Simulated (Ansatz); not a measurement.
Si on the N site (Si_N) in zinc-blende BN: one set of geometries, relaxed with PBE, evaluated in Ansatz (PAW, plane waves to 420 eV, 500 eV under r2SCAN) with PBE, r2SCAN.

Details: 64-site cell; 2×2×2 shifted k-points; start: the N site; charged states image-corrected; finite-size errors of tenths of an eV.

```json
[
 {"quantity": "host gap (eV)", "PBE": "4.46", "r2SCAN": "4.99"},
 {"quantity": "ε(0/−1) above the VBM (eV)", "PBE": "2.13", "r2SCAN": "2.28"},
 {"quantity": "neutral formation energy against N2 molecule in a box, silicon (eV)", "PBE": "11.55", "r2SCAN": "12.11"},
 {"quantity": "largest moment on one atom at charge 0 (μB)", "PBE": "0.08", "r2SCAN": "0.08"}
]
```

PBE narrows the gap by 0.53 eV against r2SCAN, the highest level run, and puts the levels 0.15 eV lower above the valence-band maximum on average.

Ansatz is an electronic-structure program.
